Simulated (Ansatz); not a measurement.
The parent structure is Ge in the diamond structure (space group Fd-3m, No. 227; a = 5.6761 Å). Axes: x, y, z lie along the cube axes.

Calculations: PBEsol/PAW in Ansatz (a quantum-chemistry and plane-wave program), no spin-orbit coupling, earlier PAW set.

Strains are applied to the cell and any free atomic positions relax; under biaxial strain the out-of-plane vector relaxes too.

One change was made to it. Results:

The shortest interatomic distance goes up by 0.006 Å (2.458 Å → 2.464 Å); the band gap stays zero; the energy rises by 10 meV/atom; the pressure (mean of the normal stresses, compression positive) goes from zero to -2.1 GPa.

Question: Which change produced these results?
(A) biaxial strain −0.55 %, plane normal [111], relaxed out of plane
(B) isotropic strain −4.81 %
(C) biaxial strain +2.21 %, plane normal [111], relaxed out of plane
(D) uniaxial strain ε_xx = +4.94 %
(E) uniaxial strain ε_xx = +1.88 %

Answer: C, biaxial strain +2.21 %, plane normal [111], relaxed out of plane. For comparison, the energy relative to the base in the other runs: isotropic strain −4.81 % gives +120 meV/atom; uniaxial strain ε_xx = +1.88 % gives +2.8 meV/atom; biaxial strain −0.55 %, plane normal [111], relaxed out of plane gives +0.7 meV/atom; uniaxial strain ε_xx = +4.94 % gives +19 meV/atom.

Stability against distortions was not tested. The zero or small gap of Ge can change with the level of theory.
